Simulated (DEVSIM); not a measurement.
System: abrupt InP n-p junction, at 300 K.

```
layer (left to right)  material  thickness (μm)  Nd (cm⁻³)  Na (cm⁻³)  τn (s)  τp (s)
---------------------  --------  --------------  ---------  ---------  ------  ------
1                           InP            2.40       5e16          -  2.4e-9  2.4e-9
2                           InP            3.90          -       3e14  2.4e-9  2.4e-9
```

Left contact: ohmic. Right contact: ohmic. Voltage is applied to the left contact. Recombination: SRH at mid-gap, Auger. Mobility is constant in doping.

Constants are typed, rounded textbook-type inputs, not results; the design itself was drawn at random and stands for no fabricated device. Values at 300 K.

| parameter | InP |
|---|---|
| gap (eV) | 1.344 |
| affinity (eV) | 4.38 |
| permittivity | 12.5 |
| Nc (cm⁻³) | 5.7e17 |
| Nv (cm⁻³) | 1.1e19 |
| μn (cm²/Vs) | 5200 |
| μp (cm²/Vs) | 170 |
| Cn (cm⁶/s) | 9e-31 |
| Cp (cm⁶/s) | 9e-31 |

DEVSIM, 1D drift-diffusion, Boltzmann statistics, complete ionisation; no tunnelling, impact ionisation, image-force lowering or self-heating.

Q: Tabulate band edges, carrier densities and field at -1.0 V on the left contact.

A: Energies count from the Fermi level of the right contact; mesh points crowd at the junctions.

| x (μm) | Ec (eV) | Ev (eV) | n (cm⁻³) | p (cm⁻³) | field (V/cm) |
|---|---|---|---|---|---|
| 0.000 | 1.063 | -0.281 | 5.0e16 | < 1e2 | ≈ 0 |
| 0.02583 | 1.063 | -0.281 | 5.0e16 | 3.8e10 | ≈ 0 |
| 0.07890 | 1.063 | -0.281 | 5.0e16 | 1.2e11 | ≈ 0 |
| 0.1879 | 1.063 | -0.281 | 5.0e16 | 2.8e11 | ≈ 0 |
| 0.5301 | 1.063 | -0.281 | 5.0e16 | 8.1e11 | ≈ 0 |
| 1.115 | 1.063 | -0.281 | 5.0e16 | 2.0e12 | ≈ 0 |
| 1.804 | 1.063 | -0.281 | 5.0e16 | 4.2e12 | ≈ 0 |
| 2.187 | 1.062 | -0.281 | 5.0e16 | 6.2e12 | ≈ 0 |
| 2.309 | 1.063 | -0.281 | 5.0e16 | 7.0e12 | 130 |
| 2.368 | 1.068 | -0.276 | 4.0e16 | 9.1e12 | 2800 |
| 2.397 | 1.085 | -0.259 | 2.1e16 | 1.8e13 | 11000 |
| 2.432 | 1.117 | -0.228 | 6.2e15 | 6.1e13 | 6500 |
| 2.493 | 1.144 | -0.200 | 2.1e15 | 1.8e14 | 3200 |
| 2.618 | 1.168 | -0.176 | 8.0e14 | 4.6e14 | 1000 |
| 3.012 | 1.177 | -0.167 | 4.3e14 | 7.0e14 | -69 |
| 3.691 | 1.168 | -0.176 | 3.2e14 | 6.2e14 | -180 |
| 4.894 | 1.139 | -0.206 | 2.0e14 | 4.9e14 | -320 |
| 5.632 | 1.110 | -0.234 | 1.2e14 | 4.0e14 | -460 |
| 6.061 | 1.087 | -0.257 | 6.1e13 | 3.4e14 | -600 |
| 6.197 | 1.079 | -0.265 | 3.1e13 | 3.2e14 | -640 |
| 6.263 | 1.075 | -0.269 | 1.2e13 | 3.1e14 | -650 |
| 6.300 | 1.072 | -0.272 | < 1e2 | 3.0e14 | -650 |
